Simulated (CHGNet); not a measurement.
# L1₂ (Cu3Au-type) Ni3Fe

The numbers are results of the machine-learned potential CHGNet-r²SCAN (trained on r²SCAN data), not measurements.

Cell (relaxed at this level):

```cif
data_FeNi3
_chemical_formula_sum 'Fe1 Ni3'
_space_group_name_H-M_alt 'Pm-3m'
_space_group_IT_number 221
_space_group_name_Hall '-P 4 2 3'
_cell_length_a 3.51014
_cell_length_b 3.51014
_cell_length_c 3.51014
_cell_angle_alpha 90.000
_cell_angle_beta 90.000
_cell_angle_gamma 90.000
loop_
_atom_site_label
_atom_site_type_symbol
_atom_site_symmetry_multiplicity
_atom_site_Wyckoff_symbol
_atom_site_fract_x
_atom_site_fract_y
_atom_site_fract_z
_atom_site_occupancy
Fe1 Fe 1 a 0.00000 0.00000 0.00000 1
Ni1 Ni 3 c 0.00000 0.50000 0.50000 1
```

```json
{
 "lattice_parameter_a": "3.510 Å",
 "volume_per_atom": "10.81 Å³/atom"
}
```

Measured, for comparison: lattice constant a 3.545 Å (temperature not stated, copied from a table, unchecked, no zero-point or thermal correction; as tabulated in Mineralogical Magazine 44, 225 (1981)). Computed (rounded) less measured: lattice constant a not scored (unchecked). A static lattice is as a rule a little smaller and stiffer than an uncorrected measurement, which narrows the difference in the lattice constant a and would widen misses of the other sign.

A machine-learned potential is trained on density-functional data: it inherits that level's misses and adds fitting errors of its own.
